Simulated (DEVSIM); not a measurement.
System: illuminated Si n-on-p cell, one wavelength, at 300 K.

Layer 1 from the left is Si, thickness (μm) 0.0660, Nd (cm⁻³) 8.2e17, τn (s) 2.6e-6, τp (s) 3.5e-8, absorption coefficient (cm⁻¹) 180. Layer 2 from the left is Si, thickness (μm) 27.0, Na (cm⁻³) 1.4e17, τn (s) 9.2e-6, τp (s) 9.2e-6, absorption coefficient (cm⁻¹) 180.

Left contact: ohmic, minority hole recombination velocity 6e5 cm/s. Right contact: ohmic, minority electron recombination velocity 5e6 cm/s. Voltage is applied to the left contact. Recombination: SRH at mid-gap, radiative, Auger. Light enters at the left, 3.5e17 photons cm⁻² s⁻¹, one pass, no reflection. Mobility is constant in doping.

This is a model device: material constants are rounded textbook-type values typed into the input, and sizes, dopings and lifetimes were drawn at random. Values at 300 K.

Si: gap (eV) 1.124, affinity (eV) 4.05, permittivity 11.7, Nc (cm⁻³) 2.86e19, Nv (cm⁻³) 3.1e19, μn (cm²/Vs) 1417, μp (cm²/Vs) 470, B (cm³/s) 4.7e-15, Cn (cm⁶/s) 2.8e-31, Cp (cm⁶/s) 9.9e-32.

DEVSIM, 1D drift-diffusion, Boltzmann statistics, complete ionisation; no tunnelling, impact ionisation, image-force lowering or self-heating.

Task: What does the simulation give for the largest field in the device at zero bias, the fill factor, the short-circuit current?

Result: largest field in the device at zero bias 180000 V/cm; fill factor 0.81; short-circuit current 11.8 mA/cm².
